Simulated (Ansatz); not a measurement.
# AlCl3 (C2/m, No. 12)

Method: B3LYP (VWN-RPA form) in Ansatz (plane waves, PAW).

Settings: plane-wave cutoff 460 eV, 6×6×4 k mesh (along the axes of the cell as run), Fermi–Dirac smearing 0.01 eV, scalar-relativistic PAW data made under PBE.

Cell (measured lattice):

```
CELL_PARAMETERS angstrom
      5.11700     2.95700     0.00000
      5.11700    -2.95700     0.00000
      0.00000    -1.92533    -5.83875
ATOMIC_POSITIONS crystal
  Al 0.83380 0.83380 0.00000
  Al 0.16620 0.16620 0.00000
  Cl 0.78530 0.21470 0.77370
  Cl 0.21470 0.78530 0.22630
  Cl 0.42689 0.93049 0.77520
  Cl 0.93049 0.42689 0.22480
  Cl 0.57311 0.06951 0.22480
  Cl 0.06951 0.57311 0.77520
```

| Item | Value |
|---|---|
| band gap | 6.99 eV (on the SCF k mesh) (indirect) |
| smallest direct gap on the k points sampled | 7.07 eV |
| Γ–Γ gap | 7.42 eV |

Note: cell and atoms aren't relaxed at this level (pressure 3.4 GPa).

Computing time: around 12 core-minutes (rough).

Ansatz is a first-principles code.
